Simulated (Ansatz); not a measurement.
**Hf (P6_3/mmc): band-structure transport figures**

```
CELL_PARAMETERS angstrom
      3.20322     0.00000     0.00000
     -1.60161     2.77407     0.00000
      0.00000     0.00000     5.07557
ATOMIC_POSITIONS crystal
  Hf 0.33333 0.66667 0.25000
  Hf 0.66667 0.33333 0.75000
```

All values below come from PBE, rigid bands (plane waves, PAW, scalar-relativistic; Ansatz, an electronic-structure program). Condition of this run: functional PBE, cell relaxed with it. How the cell was made: cell and atoms relaxed with PBE.

```json
{
 "density of states at the Fermi level": "1.40 states/(eV·cell), both spins",
 "bare Sommerfeld coefficient": "1.65 mJ/(mol of atoms·K²)",
 "drude_plasma_energy": "4.1 (x), 4.1 (y), 4.3 (z) eV",
 "root-mean-square Fermi velocity": "4.6e5 m/s",
 "resistivity times τ": "30 (x), 30 (y), 27 (z) ×10⁻²² Ω·m·s"
}
```

A metal at this level (no band gap); rigid bands, thermally averaged at 300 K, both spins. Spin-orbit coupling is left out, which matters with elements this heavy. τ is one relaxation time for all states.
